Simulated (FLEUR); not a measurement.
Troubleshooting FLEUR: a failed run on Tc₃Mo (Fm-3m, 4 atoms in the cell). The aim is a self-consistent single point with DFT, PBE, all-electron FLAPW (FLEUR), scalar-relativistic valence.

Cell that was meant: a = 4.6853 Å, b = 4.6853 Å, c = 4.6853 Å, α = 60.00°, β = 60.00°, γ = 60.00°.

Part of the input:

```xml
      Tc3Mo crystal                                                                                       
   </comment>
   <calculationSetup>
      <cutoffs Kmax="4.0" Gmax="6.0" GmaxXC="6.0" numbands="0"/>
      <scfLoop itmax="60" minDistance="0.00001" maxIterBroyd="25" imix="Anderson" alpha="0.05" precondParam="0.0" spinf="2.0"/>
      <coreElectrons ctail="T" frcor="F" kcrel="0" coretail_lmax="0"/>
      <xcFunctional name="pbe" relativisticCorrections="F"/>
```

Log, with long lists cut:

```
Backtrace for this error:
	at hs_int_direct.F90:69
	at hs_int_direct.F90:57
	at hs_int.F90:78
	at eigen_hssetup.F90:81
	at eigen.F90:175
	at fleur.F90:404
	at fleur_job.F90:251
	at fleur_job.F90:321
	at fleur_job.F90:313
```

The error message:

```
Program received signal SIGSEGV: Segmentation fault - invalid memory reference.
```

Problem. Read the log: what does the program object to, and what is the fix?

Solution. The fault is a cutoff for density and potential that is too low. The interstitial density and potential need wave vectors well beyond twice those of the basis. To fix it, raise the cutoff of density and potential. The program stopped before any SCF iteration.

The sound input it was made from differs as follows (other fixes are possible):
```diff
-      <cutoffs Kmax="4.0" Gmax="6.0" GmaxXC="6.0" numbands="0"/>
+      <cutoffs Kmax="4.0" Gmax="16.0" GmaxXC="16.0" numbands="0"/>
```

With that input, the run converged in 21 iterations: free energy E − TS -460131.3069 eV; Fermi level (on the code's own zero) 12.05 eV (DFT, PBE, all-electron FLAPW (FLEUR), scalar-relativistic valence).

On the sound input: the starting cell was generated: these elements placed on a structure prototype, without a prior relaxation; it need not be a known phase or ordering of this composition. Spin polarisation is off. Values depend on the basis (sphere radii, cutoffs, local orbitals), which need not be converged.
